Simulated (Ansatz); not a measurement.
Base system: Ga$_{2}$O$_{3}$ in the corundum structure (space group R-3c, No. 167; a = 4.950 Å, c = 13.306 Å (hexagonal axes)). Axes: x lies along a and z along c of the hexagonal cell.

Calculations: LDA (Ansatz, a quantum-chemistry and plane-wave program; PAW; 420 eV plane waves; no spin-orbit coupling).

Before the change:

The band gap comes out as 3.04 eV. The shortest interatomic distance is 3.611 bohr.

One thing is altered: the cell is compressed by 0.75 % along x with no lateral relaxation; the atoms relax in the strained cell.

### Question
What does the calculation give for the band gap, shortest interatomic distance and energy relative to the base after the change?

### Answer
The band gap increases by 0.09 eV to 3.13 eV; the shortest interatomic distance shrinks by 0.017 bohr (3.611 bohr → 3.594 bohr); the energy increases by 0.7 meV/atom.

No phonon test of stability was made.
